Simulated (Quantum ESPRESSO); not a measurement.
A self-consistent single point of NiTeSe (P1, 3 atoms in the cell) with Quantum ESPRESSO.

Computed with PBEsol, PSlibrary ultrasoft (PBE) pseudopotentials (plane waves; Quantum ESPRESSO 7.5).

The change in words: atoms moved at random. Reference geometry:
```
NiTeSe
1.0
    3.67925     0.00000     0.00000
   -1.83963     3.18632     0.00000
    0.00000     0.00000     5.10108
Ni Te Se
1 1 1
Direct
  0.00000   0.00000   0.01287
  0.66667   0.33333   0.74931
  0.33333   0.66667   0.23782
```

Reference input (self-consistent single point, DFT, PBEsol, plane waves, PSlibrary ultrasoft (PBE) pseudopotentials): ecutwfc = 50 Ry; ecutrho = 300 Ry; occupations = smearing; smearing = fd; degauss = 0.0073499 Ry; input_dft = pbesol; K_POINTS = automatic 7 7 5 0 0 0; conv_thr = 1e-10 Ry; mixing_beta = 0.3. This run's input differs from it in these lines:

```diff
@@ -9,5 +9,3 @@
 &system
-    ibrav = 4,
-    celldm(1) = 6.95277488,
-    celldm(3) = 1.3864447845,
+    ibrav = 0,
     nat = 3,
@@ -30,7 +28,11 @@
 ATOMIC_POSITIONS crystal
-Ni    0.00000000    0.00000000    0.01287000
-Te    0.66666667    0.33333333    0.74931000
-Se    0.33333333    0.66666667    0.23782000
+Ni    0.00406500   -0.00774100    0.01854900
+Te    0.66416400    0.34194600    0.74709200
+Se    0.33177100    0.66579600    0.23435800
 K_POINTS automatic
 7 7 5  0 0 0
+CELL_PARAMETERS angstrom
+   3.67925000     0.00000000     0.00000000
+  -1.83962500     3.18632400     0.00000000
+   0.00000000     0.00000000     5.10107700
```

The program printed (abridged):

```
     Self-consistent Calculation

     iteration #  1     ecut=    50.00 Ry     beta= 0.30

     total energy              =    -149.06141907 Ry
     estimated scf accuracy    <       0.86563624 Ry

     iteration #  2     ecut=    50.00 Ry     beta= 0.30

     total energy              =    -149.05760415 Ry
     estimated scf accuracy    <       3.62603224 Ry

     iteration #  3     ecut=    50.00 Ry     beta= 0.30

     total energy              =    -149.36906008 Ry
     estimated scf accuracy    <       0.02849870 Ry

   [... 10 blocks of this kind left out ...]

     iteration # 14     ecut=    50.00 Ry     beta= 0.30

     total energy              =    -149.37250307 Ry
     estimated scf accuracy    <          1.2E-10 Ry

     iteration # 15     ecut=    50.00 Ry     beta= 0.30
     End of self-consistent calculation

     Number of k-points >= 100: set verbosity='high' to print the bands.

     the Fermi energy is     9.1192 ev

!    total energy              =    -149.37250307 Ry
     estimated scf accuracy    <          2.7E-11 Ry
     smearing contrib. (-TS)   =      -0.00337166 Ry
     internal energy E=F+TS    =    -149.36913141 Ry

     convergence has been achieved in  15 iterations

     Forces acting on atoms (cartesian axes, Ry/au):

     atom    1 type  1   force =    -0.01674658    0.01481039   -0.00883292
     atom    2 type  2   force =     0.00909164   -0.00970169   -0.00829540
     atom    3 type  3   force =     0.00765494   -0.00510870    0.01712832

     Total force =     0.034662     Total SCF correction =     0.000012

          total   stress  (Ry/bohr**3)                   (kbar)     P=        6.31
   0.00005411   0.00001247  -0.00002038            7.96        1.84       -3.00
   0.00001247   0.00009916   0.00003737            1.84       14.59        5.50
  -0.00002038   0.00003737  -0.00002467           -3.00        5.50       -3.63

   JOB DONE.
```

The run converged in 15 iterations. Against the reference run the free energy rises by 7.3 meV/atom, the pressure goes from 0.50 to 0.63 GPa and the largest force goes from 0.354 to 0.618 eV/Å.

The starting cell comes from a database of computed structures (which also holds hypothetical and non-ambient phases and stackings), without a prior relaxation at this level. Its lattice was rescaled by a random factor within 2.5 % of one. For this run, on top of that: atoms moved at random. Spin polarisation is off, so a magnetic state, if there is one, cannot be reached.

Cost on one core of a shared machine: roughly 3 min.
